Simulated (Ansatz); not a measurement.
# ZrC: energy against strain

ZrC (rock salt, Fm-3m, 12.723 Å³/atom at rest) under an equal strain ε in the (111) plane with the normal axis free, as in a coherent film. PBEsol in Ansatz, a plane-wave DFT program (PAW, default set), 420 eV, 21×21×21 Γ-centred mesh, Fermi-Dirac smearing 0.10 eV; ions are relaxed within the symmetry of each cell.

Here s stands for strain and y for E less E0.

```csv
strain (%),E less E0 (meV/atom)
-1.25,6.31
-0.83,2.75
-0.42,0.69
0.00,0.00
0.42,0.70
0.83,2.69
1.25,6.04
2.50,?
```

Q: Fit y against s with a parabola, and predict the withheld value at s = 2.50.

A: Least squares gives y = -0.002 - 0.0789·s + 3.9529·s². Residuals (row less fit): 0.037, -0.037, -0.038, 0.002, 0.038, 0.034, -0.036; standard error 0.045 (degrees of freedom: 4). Twice the quadratic coefficient over the volume, 2 × 3.9529 meV × 10⁴ × 0.1602 / 12.723 Å³, is twice the biaxial elastic modulus of this plane = 996 ± 7 GPa. At the withheld row, y = -0.002 - 0.0789 × 2.50 + 3.9529 × 2.50² = 24.506 meV/atom. The calculation gives 23.49 meV/atom, 1.016 meV/atom below the prediction (4.3 % of the range of y in the table). The row lies outside the fitted rows, so this is an extrapolation. From the scatter of the fitted rows alone, a prediction at this place has a standard error of 0.172 meV/atom, so the miss is 5.9 times that.

One order more, fitted to all 13 runs of the series, follows each within 0.01, so the miss is the next term of a smooth law. In a metal these values are sensitive to mesh and smearing; energies are taken to zero smearing, stresses follow the free energy. Rows are the converged runs of the series near zero and its far end; series whose fitted rows scatter by over a few per cent of the range, as at a crossing or softening among them, aren't shown in this form. Most that stay on the fit to the last digits aren't either.
